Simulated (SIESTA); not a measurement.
Band structure of Au (Fm-3m, 1 atom in the cell).

```
Au
1.0
    0.00000     2.04000     2.04000
    2.04000     0.00000     2.04000
    2.04000     2.04000     0.00000
Au
1
Direct
  0.00000   0.00000   0.00000
```

Level of theory: GGA PBE, numerical atomic orbitals DZP, PseudoDojo PBE standard norm-conserving potentials (rewritten from UPF to PSML) run with SIESTA 5.4.2.

Settings: XC.functional = GGA; XC.authors = PBE; potentials = PseudoDojo PBE standard; PAO.BasisSize = DZP; PAO.EnergyShift = 0.01 Ry; MeshCutoff = 400 Ry; kgrid.MonkhorstPack = 18 18 18; OccupationFunction = MP; OccupationMPOrder = 0; ElectronicTemperature = 100 meV; MaxSCFIterations = 150; SCF.Mixer.Method = Pulay; SCF.Mixer.Weight = 0.25; SCF.Mixer.History = 8.

The starting cell has typed, rounded lattice constants, without a prior relaxation at this level. Spin-orbit coupling is off. Values carry the incompleteness of an atom-centred basis.

Levels in eV from the Fermi level, bands 6 to 11:
```json
[
 {"point": "Γ", "6": "-4.77", "7": "-4.77", "8": "-4.77", "9": "-3.24", "10": "-3.24", "11": "29.56"},
 {"point": "X", "6": "-6.82", "7": "-2.08", "8": "-1.72", "9": "-1.72", "10": "1.09", "11": "7.17"},
 {"point": "W", "6": "-5.22", "7": "-5.22", "8": "-3.33", "9": "-1.72", "10": "5.45", "11": "6.57"},
 {"point": "K", "6": "-5.89", "7": "-3.89", "8": "-2.92", "9": "-2.17", "10": "4.53", "11": "4.76"},
 {"point": "L", "6": "-4.80", "7": "-4.80", "8": "-2.04", "9": "-2.04", "10": "-0.93", "11": "3.18"},
 {"point": "U", "6": "-5.89", "7": "-3.89", "8": "-2.92", "9": "-2.17", "10": "4.53", "11": "4.76"}
]
```

Bands cross the Fermi level along this path, so the cell is metallic at this level.

Higher empty bands are left out: an atom-centred basis made for the valence describes them poorly.
